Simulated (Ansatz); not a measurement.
CuI (P-3m1, No. 164, 4 atoms in the cell; start mp-570081; a measured phase of this formula has another space group), treated with PBE0 in Ansatz (PAW).

Run with plane-wave cutoff 460 eV, 9×9×4 k mesh (along the axes of the cell as run), Fermi–Dirac smearing 0.01 eV, no spin polarisation, scalar-relativistic PAW data made under PBE.

Cell (relaxed with PBEsol):

```cif
data_Cu2I2
_chemical_formula_sum 'Cu2 I2'
_space_group_name_H-M_alt 'P-3m1'
_space_group_IT_number 164
_space_group_name_Hall '-P 3 2"'
_cell_length_a 4.06386
_cell_length_b 4.06386
_cell_length_c 7.25850
_cell_angle_alpha 90.000
_cell_angle_beta 90.000
_cell_angle_gamma 120.000
loop_
_atom_site_label
_atom_site_type_symbol
_atom_site_symmetry_multiplicity
_atom_site_Wyckoff_symbol
_atom_site_fract_x
_atom_site_fract_y
_atom_site_fract_z
_atom_site_occupancy
Cu1 Cu 2 d 0.33333 0.66667 0.40756 1
I1 I 2 d 0.66667 0.33333 0.23943 1
```

### Question
Give the computed band gap.

### Answer

- band gap = 3.64 eV (on the SCF k mesh)

Note: cell and atoms aren't relaxed at this level (pressure 3.2 GPa); the cell has widely spaced layers and the level no dispersion term, so their spacing and the moduli can rest on weak binding.

Spin–orbit coupling is not included; with these elements it can move the gap by several tenths of an eV or more.

The computed numbers hold no vibrational or temperature effects.

A start named mp-… is a Materials Project structure, which need not be a measured phase.

Ansatz is a program for electronic structure.
